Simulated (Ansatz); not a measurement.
These are PBE (plane waves to 420 eV, PAW; Ansatz, a program for electronic structure) values and carry that method's errors.

Planar average of the electrostatic potential across the slab, in eV from the Fermi level, for a constructed model of the (111) surface of fcc Au, (√3x√3)R30° layer of Br, one a cell, on the site that continues the host's stacking (bottom of the slab: a bare face, its two planes held):

(z (Å), V (eV)): (3.95, 5.16); (4.24, 5.16); (4.52, 5.16); (4.80, 5.16); (5.08, 5.15); (5.37, 5.14); (5.65, 5.11); (5.93, 5.06); (6.21, 4.93); (6.50, 4.66); (6.78, 4.04); (7.06, 2.63); (7.34, -1.02); (7.62, -8.08); (7.91, -13.87); (8.19, -15.99); (8.47, -14.52); (8.75, -9.39); (9.04, -2.51); (9.32, 0.84); (9.60, 0.13); (9.88, -5.01); (10.17, -11.81); (10.45, -15.70); (10.73, -15.97); (11.01, -12.65); (11.30, -6.12); (11.58, -0.40); (11.86, 0.75); (12.14, -2.10); (12.43, -8.88); (12.71, -14.39); (12.99, -16.31); (13.27, -14.68); (13.56, -9.43); (13.84, -2.54); (14.12, 0.72); (14.40, -0.05); (14.69, -5.30); (14.97, -12.04); (15.25, -15.78); (15.53, -15.92); (15.81, -12.46); (16.10, -5.85); (16.38, -0.28); (16.66, 0.77); (16.94, -2.18); (17.23, -8.98); (17.51, -14.43); (17.79, -16.27); (18.07, -14.57); (18.36, -9.26); (18.64, -2.39); (18.92, 0.78); (19.20, -0.13); (19.49, -5.67); (19.77, -12.29); (20.05, -15.78); (20.33, -15.66); (20.62, -11.89); (20.90, -5.09); (21.18, 0.41); (21.46, 1.86); (21.75, 0.40); (22.03, -1.66); (22.31, -2.35); (22.59, -1.32); (22.87, 1.26); (23.16, 3.84); (23.44, 4.82); (23.72, 5.21); (24.00, 5.38); (24.29, 5.44); (24.57, 5.47); (24.85, 5.48); (25.13, 5.49); (25.42, 5.49); (25.70, 5.49); (25.98, 5.49); (26.26, 5.49); (26.55, 5.49)

Set-up: 19 atoms, 14.1 Å thick at the start; mesh 9x9x1; 0.1 eV smearing; dipole correction on; 6 atoms held, the rest relaxed; symmetry of the start imposed; no spin, no spin-orbit, no U. It is one candidate, not shown to be the stable structure of the face.

Question: The surface cell has an area of 22.45 Å². What dipole along the normal does the step between the two vacuum levels imply?

Answer: the top vacuum level lies 0.33 eV above the bottom one; p = −ε₀ A ΔV (ε₀ = 0.005526 e/(V·Å)) gives -0.04 e·Å a cell.
